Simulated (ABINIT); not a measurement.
LDA against PBE in ABINIT: the gap on the mesh of tetrahedral semiconductors

Single points in ABINIT on the same cell and mesh at two levels: PBE (plane waves, norm-conserving pseudopotentials (PseudoDojo nc-sr-05 PBE standard)) and LDA (plane waves, norm-conserving pseudopotentials (PseudoDojo nc-sr-04 LDA standard)). No measured value is used, so the table compares levels and does not rank them. The number in brackets is the space group.

Here x stands for gap on the mesh, PBE and y for gap on the mesh, LDA.

| crystal | gap on the mesh, PBE (eV) | gap on the mesh, LDA (eV) | cell as run (Å³/atom) | k mesh | cutoffs |
|---|---|---|---|---|---|
| GaAs (216) | 0.530 | 0.294 | 22.55 | 8×8×8 | 1143 eV / 1088 eV |
| Si (227) | 0.631 | 0.544 | 20.25 | 8×8×8 | 490 eV / 435 eV |
| GaN (216) | 1.341 | 1.346 | 12.20 | 6×6×6 | 1143 eV |
| SiC (216) | 1.364 | 1.330 | 10.36 | 10×10×10 | 1116 eV |
| AlAs (216) | 1.439 | ? | 22.67 | 8×8×8 | 1143 eV / 1088 eV |
| GaP (216) | 1.597 | 1.447 | 20.23 | 5×5×5 | 1088 eV |
| AlN (186) | 4.003 | 4.035 | 10.70 | 12×12×7 | 1143 eV |

Taking a straight line for y over the 6 complete rows: With u = x - 1.6, the rows have u = -1.0700, -0.9690, -0.2590, -0.2360, -0.0030, 2.4030. Means: u -0.022333, y 1.4993. About the means, the sum of products is 8.3885 and the sum of squares of u is 7.9781; the slope is their ratio. Least squares gives y = 1.5228 + 1.05144·u. Residuals (row less fit): -0.1038, 0.0400, 0.0955, 0.0553, -0.0726, -0.0144; standard error 0.0867 (degrees of freedom: 4). Full agreement would be y = x; this line has slope 1.051 and stands -0.077 eV from it at x = 1.600.

Problem. Estimate the missing y (x = 1.439); what did the run itself give?

Solution. u = -0.1610, so y = 1.5228 + 1.05144 × (-0.1610) = 1.354 eV. The calculation gives 1.353 eV, 0.001 eV below the prediction (0.0 % of the range of y in the table). The row lies between fitted rows. From the scatter of the fitted rows alone, a prediction at this place has a standard error of 0.0937 eV, so the miss is 0.0 times that.

Copying x would have missed this row by 0.086. The cells are not relaxed at this level: typed lattice constants and structures from a database of calculations, some with the lattice rescaled by up to 2.5 %. Spin-orbit coupling is off, which matters for the heavier members. Gaps are read on the mesh, which need not hold the band edges; crystals whose gap falls under 0.15 eV in either column are left out. The rows, and the inner row withheld, were drawn at random from non-magnetic crystals of this class with sound runs on fine meshes; tables whose line scatters by over 5 % of the range, or whose columns agree throughout, aren't shown.
